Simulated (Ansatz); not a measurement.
The starting structures come from a database of crystals and need not be the phases stable at ambient conditions.

# Evanescent states of K2PtCl4 (P4/mmm, not sure to be the ambient phase, 7 atoms a cell, 29.1 Å³ an atom) along the normal of (111)

Calculation: r2SCAN (plane waves, PAW; Ansatz, a first-principles code).

No gap correction and no spin-orbit coupling; mid-gap values are interpolated between computed energies.

Energies count from the valence-band top; κ is the least over a 4×4 mesh across the current.

```tsv
E (eV)	κ (1/Å)	where
0.06	0.158	Γ
0.18	0.241	Γ
0.30	0.297	Γ
0.42	0.338	off Γ
0.54	0.371	off Γ
0.66	0.393	off Γ
0.78	0.409	off Γ
0.90	0.422	off Γ
1.02	0.432	off Γ
1.14	0.440	off Γ
1.26	0.445	off Γ
1.38	0.449	off Γ
1.50	0.432	off Γ
1.62	0.397	off Γ
1.74	0.357	off Γ
1.86	0.308	off Γ
1.98	0.245	off Γ
2.10	0.149	off Γ
```

Task: How thick must the barrier be to attenuate the transmission by 10^6 when the electrodes' Fermi level lies at 0.18 eV, and what attenuation does that film give at 1.98 eV?

Result: d = 6 ln 10 / (2 × 0.241) = 28.7 Å. At 1.98 eV it gives 6 × 0.245/0.241 = 6.1 decades.
